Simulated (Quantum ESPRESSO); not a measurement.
## Variants of one calculation on Ba3PbO (Pm-3m, 5 atoms in the cell)

```
CELL_PARAMETERS angstrom
      5.62897     0.00000     0.00000
      0.00000     5.62897     0.00000
      0.00000     0.00000     5.62897
ATOMIC_POSITIONS crystal
  Ba 0.50000 0.00000 0.50000
  Ba 0.00000 0.50000 0.50000
  Ba 0.50000 0.50000 0.00000
  Pb 0.00000 0.00000 0.00000
  O  0.50000 0.50000 0.50000
```

Base run A: LDA (PZ), GBRV 1.5 ultrasoft (LDA) pseudopotentials run with Quantum ESPRESSO, self-consistent single point.

Its settings: ecutwfc = 40 Ry; ecutrho = 200 Ry; occupations = smearing; smearing = marzari-vanderbilt; degauss = 0.019992 Ry; potentials = {Ba: ba_lda_v1.uspp.F.UPF, Pb: pb_lda_v1.uspp.F.UPF, O: o_lda_v1.2.uspp.F.UPF}; K_POINTS = automatic 6 6 6 0 0 0; conv_thr = 1e-11 Ry; mixing_beta = 0.7.

The starting cell comes from a database of computed structures (which also holds hypothetical and non-ambient phases and stackings), without a prior relaxation at this level. Its lattice was rescaled by a random factor within 2.5 % of one. In the base run, with a pressure of about -5 GPa the cell is away from its equilibrium volume at this level. The run gives no clean gap (levels at the Fermi energy touch, overlap or are partly filled at this smearing), which alone does not show that the compound is a metal.

ΔF is the free energy per atom less that of run A. A dash stands where there is no value to compare (another energy zero or no entropy term, no result, no spin, no clean gap, or a mesh too coarse for one). Total energies depend on the potentials, the functional and any Hubbard or dispersion term, so they are compared only between runs that share all of them.

```tsv
run	change	ΔF (meV/atom)	pressure (GPa)	k-points
A	base	0.00	-4.71	20
B	smearing: marzari-vanderbilt → fermi-dirac; degauss: 0.019992 Ry → 0.02205 Ry	-53.4	-4.59	20
C	K_POINTS: automatic 6 6 6 0 0 0 → automatic 4 4 4 0 0 0	3.2	-4.75	10
D	ecutwfc: 40 Ry → 24 Ry; ecutrho: 200 Ry → 120 Ry	211.9	-9.31	20
E	conv_thr: 1e-11 Ry → 7.3e-12 Ry	0.00	-4.71	20
F	ecutwfc: 40 Ry → 16 Ry; ecutrho: 200 Ry → 80 Ry	2715.3	-47.27	20
G	ecutwfc: 40 Ry → 55 Ry; ecutrho: 200 Ry → 440 Ry; pseudopotentials: {Ba: ba_lda_v1.uspp.F.UPF, Pb: pb_lda_v1.uspp.F.UPF, O: o_lda_v1.2.uspp.F.UPF} → {Ba: Ba.pbe-spn-kjpaw_psl.1.0.0.UPF, Pb: Pb.pbe-dn-kjpaw_psl.0.2.2.UPF, O: O.pbe-n-kjpaw_psl.0.1.UPF}; input_dft: default → wc [Wu-Cohen GGA]	–	-3.42	20
H	mixing_beta: 0.7 → 0.2; mixing_mode: default → local-TF	0.00	-4.71	20
I	ecutwfc: 40 Ry → 85 Ry; ecutrho: 200 Ry → default; pseudopotentials: {Ba: ba_lda_v1.uspp.F.UPF, Pb: pb_lda_v1.uspp.F.UPF, O: o_lda_v1.2.uspp.F.UPF} → {Ba: Ba.upf, Pb: Pb.upf, O: O.upf} [LDA (PW92)]	–	-4.93	20
J	conv_thr: 1e-11 Ry → 1e-07 Ry	0.00	-4.73	20
K	mixing_beta: 0.7 → 0.1	0.00	-4.71	20
```

Run I against A: The pressure goes from -4.71 to -4.93 GPa.

Run D against A: The free energy rises by 212 meV/atom and the pressure goes from -4.71 to -9.31 GPa.
